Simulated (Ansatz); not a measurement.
The starting structures come from a database of crystals and need not be the phases stable at ambient conditions.

Given:

```xyz
12
Lattice="6.4978 0.0000 0.0000 0.0000 6.8289 0.0000 3.2489 3.4145 3.4140" Properties=species:S:1:pos:R:3 pbc="T T T"
Sn     6.4978     1.7072     1.6824
Sn     3.2489     8.5362     1.7316
Sn     4.8733     5.1217     1.7070
Sn     1.6244     5.1217     1.7070
O      8.1046     8.5362     3.0282
O      1.6421     1.7072     0.3858
O      4.8910     8.5362     3.0282
O      4.8557     1.7072     0.3858
O      3.2489     3.8002     1.7347
O      6.4978     6.4432     1.6793
O      3.2489     6.4432     1.7347
O      6.4978     3.8002     1.6793
```

Space group of this cell: Imma. The cell is taken as given; by r2SCAN its mean pressure is -8.4 GPa.

Transport runs along the normal of the first two printed cell vectors.

The gap is the functional's own. No spin-orbit coupling. Mid-gap values are interpolated on the energy grid.

### Question
Give the band gap and the smallest decay constant κ at mid-gap that r2SCAN (Ansatz, a first-principles code) yields.

### Answer
Gap 1.27 eV on a 10×10×10 mesh; κ = 0.156 1/Å, at the zone centre.
